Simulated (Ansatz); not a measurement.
## Amorphous Si24O36N8

A CHGNet melt-quench gave the starting glass, which DFT then relaxed. O and N atoms were pushed apart under 1.9 Å during the dynamics, to hinder bonds among them. The hot cell started wider than the set density and was brought back towards it in steps. It is the lowest in DFT energy of 2 quenches. It is a model cell: composition and starting density were chosen by hand, and all elements were melted together. No dispersion term was used.

Methods: PBE, scalar-relativistic without spin-orbit coupling (Ansatz, a first-principles code); r2SCAN, scalar-relativistic without spin-orbit coupling (Ansatz). Geometry, pressure, stress and energy are those of the PBE run. Its sampling: a 2×2×2 Γ-centred mesh; Fermi-Dirac width 0.02 eV; no spin polarisation. Other functionals are single points at the zone centre (r2SCAN at 500 eV), free to take moments where seeds were set. At PBE the levels at the filled edge of the gap are localised (band-tail or defect states), and the nearest spread-out levels lie 4.4 eV apart at the zone centre.

```yaml
number_of_atoms_in_the_cell: 68
Density (volume relaxed, without dispersion): 2.46 g/cm^3
volume_per_atom: 13.53 Å³
Pressure on a 2×2×2 Γ-centred mesh: 0.03 GPa
Largest force and stress component on that mesh (the relaxation ran on the zone centre alone): 0.03 eV/Å and 0.0 GPa
Level gap on a 2×2×2 Γ-centred mesh (PBE): 2.89 eV
Level gap at the zone centre (PBE): 2.89 eV
Level gap at the zone centre (r2SCAN): 3.42 eV
```

Bonds are counted up to Si-Si 2.60 Å, Si-O 1.94 Å, Si-N 2.04 Å, O-O 1.58 Å, O-N 1.64 Å, N-N 1.70 Å. Two cations that share two anions don't count as bonded, nor two that share one unless they lie closer than Si-Si 2.38 Å.

```yaml
Mean coordination of Si by anions: 4.00 (24 with 4)
Mean coordination of O: 2.03 (35 with 2, 1 with 3)
Mean coordination of N: 2.88 (1 with 2, 7 with 3)
Mean Si-O bond: 1.643 Å (spread 0.035 Å, 73 counted)
Mean Si-N bond: 1.746 Å (spread 0.049 Å, 23 counted)
```

Its density started from a set value of 2.36 g/cm³. The simulated quench (nominally 300 K/ps over its main leg) is rapid and tends to freeze in more defects than a deposited or slowly cooled glass has. One small periodic cell is one sample of the glass; other quenches scatter about these values. Volume and shape were free in the relaxation.
